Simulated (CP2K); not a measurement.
## Input and output of a self-consistent single point for Pb2Au (Ibam, 6 atoms in the cell) (CP2K)

Method: PBEsol, GPW, DZVP-MOLOPT-SR-GTH basis, GTH-PBE potentials (GTH_POTENTIALS) in CP2K.

This input was run:

```
&GLOBAL
  PROJECT run
  RUN_TYPE ENERGY_FORCE
  PRINT_LEVEL LOW
&END GLOBAL
&FORCE_EVAL
  METHOD Quickstep
  STRESS_TENSOR ANALYTICAL
  &DFT
    BASIS_SET_FILE_NAME BASIS_MOLOPT
    POTENTIAL_FILE_NAME GTH_POTENTIALS
    &QS
      METHOD GPW
      EPS_DEFAULT 1E-10
    &END QS
    &MGRID
      CUTOFF 500
      REL_CUTOFF 60
      NGRIDS 5
    &END MGRID
    &SCF
      SCF_GUESS ATOMIC
      EPS_SCF 1E-7
      MAX_SCF 100
      ADDED_MOS 7
      &DIAGONALIZATION
        ALGORITHM STANDARD
      &END DIAGONALIZATION
      &MIXING
        METHOD BROYDEN_MIXING
        ALPHA 0.2
        NBUFFER 8
      &END MIXING
      &SMEAR ON
        METHOD GAUSSIAN
        SIGMA [eV] 0.136
      &END SMEAR
    &END SCF
    &KPOINTS
      SCHEME MONKHORST-PACK 4 4 4
      GAMMA_CENTERED T
    &END KPOINTS
    &XC
      &XC_FUNCTIONAL
        &PBE
          PARAMETRIZATION PBESOL
        &END PBE
      &END XC_FUNCTIONAL
    &END XC
    &PRINT
      &MO
        EIGENVALUES T
        OCCUPATION_NUMBERS T
        NDIGITS 8
        FILENAME mo
        &EACH
          QS_SCF 0
        &END EACH
        ADD_LAST NUMERIC
      &END MO
      &MULLIKEN OFF
      &END MULLIKEN
    &END PRINT
  &END DFT
  &SUBSYS
    &CELL
      A 5.85716200 0.00000000 0.00000000
      B -3.18081400 4.91820700 0.00000000
      C -1.33183400 -2.46255400 5.14474400
      PERIODIC XYZ
    &END CELL
    &COORD
      SCALED
      Pb       0.15966000     0.15956000     0.31922000
      Pb       0.84034000     0.84044000     0.68078000
      Pb       0.34034000     0.65956000     0.99990000
      Pb       0.65966000     0.34044000     0.00010000
      Au       0.75000000     0.25000000     0.50000000
      Au       0.25000000     0.75000000     0.50000000
    &END COORD
    &KIND Pb
      BASIS_SET DZVP-MOLOPT-SR-GTH
      POTENTIAL GTH-PBE-q4
    &END KIND
    &KIND Au
      BASIS_SET DZVP-MOLOPT-SR-GTH
      POTENTIAL GTH-PBE-q11
    &END KIND
  &END SUBSYS
  &PRINT
    &FORCES ON
    &END FORCES
    &STRESS_TENSOR ON
    &END STRESS_TENSOR
  &END PRINT
&END FORCE_EVAL
```

Output (repeated stretches shortened):

```
 GLOBAL| Method name                                                        CP2K
 GLOBAL| Project name                                                        run
 GLOBAL| Run type                                                   ENERGY_FORCE

 TOTAL NUMBERS AND MAXIMUM NUMBERS

  Total number of            - Atomic kinds:                                   2
                             - Atoms:                                          6
                             - Shell sets:                                     6
                             - Shells:                                        34
                             - Primitive Cartesian functions:                 30
                             - Cartesian basis functions:                    116
                             - Spherical basis functions:                    102

  Maximum angular momentum of- Orbital basis functions:                        3
                             - Local part of the GTH pseudopotential:          0
                             - Non-local part of the GTH pseudopotential:      4

 SCF PARAMETERS         Density guess:                                    ATOMIC
                        max_scf:                                             100
                        max_diis:                                              4
                        eps_scf:                                        1.00E-07
                        eps_diis:                                       1.00E-01
                        eps_eigval:                                     1.00E-05
                        level_shift [a.u.]:                             0.000000
                        added MOs                                         7    0
                        Mixing method:                            BROYDEN_MIXING
                                                charge density mixing in g-space
                        Smear method:                                   GAUSSIAN
                        Smearing width (sigma) [a.u.]:                  5.00E-03
                        Accuracy threshold:                             1.00E-10
                        No outer SCF

 Extrapolation method: initial_guess

 Number of electrons:                                                         38
 Number of occupied orbitals:                                                 19
 Number of molecular orbitals:                                                26

 Number of orbital functions:                                                102
 Number of independent orbital functions:                                    102

 SCF WAVEFUNCTION OPTIMIZATION

  Step     Update method      Time    Convergence         Total energy    Change
     1 NoMix/Diag. 0.20E+00      -     0.38910675       -80.9351452208 -8.09E+01
     2 Broy./Diag. 0.20E+00      -     0.12689363       -83.5937677982 -2.66E+00
     3 Broy./Diag. 0.20E+00      -     0.09451547       -81.9024360268  1.69E+00
     4 Broy./Diag. 0.20E+00      -     0.05716598       -80.7986811558  1.10E+00
     5 Broy./Diag. 0.20E+00      -     0.01257011       -80.5470509542  2.52E-01
     6 Broy./Diag. 0.20E+00      -     0.00672908       -80.6876770415 -1.41E-01
     7 Broy./Diag. 0.20E+00      -     0.00352972       -80.7263144649 -3.86E-02
   [... 2 lines left out ...]
    10 Broy./Diag. 0.20E+00      -     0.00002271       -80.6844936647  2.42E-04
    11 Broy./Diag. 0.20E+00      -     0.00000565       -80.6846357449 -1.42E-04
    12 Broy./Diag. 0.20E+00      -     0.00000030       -80.6846276158  8.13E-06
    13 Broy./Diag. 0.20E+00      -     0.00000023       -80.6846265321  1.08E-06
    14 Broy./Diag. 0.20E+00      -     0.00000003       -80.6846269206 -3.89E-07

  *** SCF run converged in    14 steps ***

  Electronic density on regular grids:        -37.9999999993        0.0000000007
  Core density on regular grids:               37.9999999886       -0.0000000114
  Total charge density on r-space grids:       -0.0000000107
  Total charge density g-space grids:          -0.0000000107

  Overlap energy of the core charge distribution:               0.00000001175585
  Self energy of the core charge distribution:               -144.94403224074969
  Core Hamiltonian energy:                                     42.64328357135803
  Hartree energy:                                              36.10099386354761
  Exchange-correlation energy:                                -14.48392511193954
  Smearing free energy correction:                             -0.00094701462050
  Fermi energy:                                                 0.23214658811145

  Total energy:                                               -80.68462692059961
  Total energy (extrapolated to sigma->0):                    -80.68415341328937

 ENERGY| Total FORCE_EVAL ( QS ) energy [hartree]            -80.684627087755445

 FORCES| Atomic forces [hartree/bohr]
 FORCES|   Atom     x               y               z               |f|
 FORCES|      1  1.84489437E-06 -1.01523031E-06 -4.28413845E-03   4.28413896E-03
 FORCES|      2 -1.81493069E-06  9.86608871E-07  4.28417263E-03   4.28417313E-03
 FORCES|      3  3.76308933E-03 -2.04775474E-03 -8.09954885E-06   4.28418095E-03
 FORCES|      4 -3.76313323E-03  2.04776862E-03  8.08177404E-06   4.28422611E-03
 FORCES|      5  1.70044613E-08 -1.66866451E-08  1.32070146E-08   2.72400635E-08
 FORCES|      6 -3.06726339E-09  3.14286609E-08 -2.96190542E-08   4.32950021E-08
 FORCES| Sum     1.51969964E-12 -1.73579925E-12 -1.62826862E-12
 FORCES| Total atomic force                                       2.82378199E-12

 STRESS| Analytical stress tensor [bar]
 STRESS|                        x                   y                   z
 STRESS|      x        5.69359677462E+04   5.81150299809E+03  -1.14343975586E+02
 STRESS|      y        5.81150299809E+03   6.44536641903E+04   6.22134402638E+01
 STRESS|      z       -1.14343975586E+02   6.22134402638E+01   5.37737184745E+04
 STRESS| 1/3 Trace                                             5.83877834703E+04
```

The run converged in 14 iterations.

The starting cell comes from a database of computed structures (which also holds hypothetical and non-ambient phases and stackings), without a prior relaxation at this level. Its lattice was rescaled by a random factor within 2.5 % of one. Values carry the incompleteness of an atom-centred basis. The potentials were made for another functional than the one used. With a pressure of about 6 GPa the cell is away from its equilibrium volume at this level.

Cost on one core of a shared machine: roughly 90 s.
